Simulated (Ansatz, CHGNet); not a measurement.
**CsCl-type RuAl, enthalpy of formation**

Reference value: -0.644 ± 0.02 eV/atom (measured, 298 K, copied from a table, unchecked, not corrected to a static lattice; as tabulated in Wang et al. (2021), doi:10.1038/s41598-021-94550-5).

```tsv
level (code)	value (eV/atom)	difference (eV/atom)
CHGNet-r²SCAN	-0.822	-0.178
LDA (Ansatz)	-0.645	-0.001
BLYP (Ansatz)	-0.667	-0.023
PBE (Ansatz)	-0.639	+0.005
PBEsol-D3(BJ) (Ansatz)	-0.660	-0.016
r²SCAN-D4 (Ansatz)	-0.727	-0.083
r²SCAN+rVV10 (Ansatz)	-0.699	-0.055
PBE0 (Ansatz)	-0.849	-0.205
r²SCANh (Ansatz)	-0.797	-0.153
```

Once the reference is moved by up to 0.100 eV/atom (a margin picked here for doubts on the reference and the settings, and for temperature and zero-point motion) and values within 0.010 eV/atom count as equal, the nearest can be LDA (-0.001 eV/atom), PBE (+0.005 eV/atom), PBEsol-D3(BJ) (-0.016 eV/atom), BLYP (-0.023 eV/atom), r²SCAN+rVV10 (-0.055 eV/atom) or r²SCAN-D4 (-0.083 eV/atom).

The reference isn't brought to a static lattice, while the calculations are for one, so the differences are not the levels' errors alone.  PBE0, r²SCANh: the run has no spin polarisation, so it can have missed a magnetic state. Each level is taken at its own relaxed cell. Cutoffs and k meshes differ between the levels. Ansatz's density-functional and Hartree–Fock values are scalar-relativistic unless marked +SOC, with PAW data made under PBE.

Machine-learned potentials (CHGNet-r²SCAN) are trained on DFT data: a solid inside that data is no test of them.

Differences are worked out from the printed values.

Ansatz is a quantum-chemistry and plane-wave program.
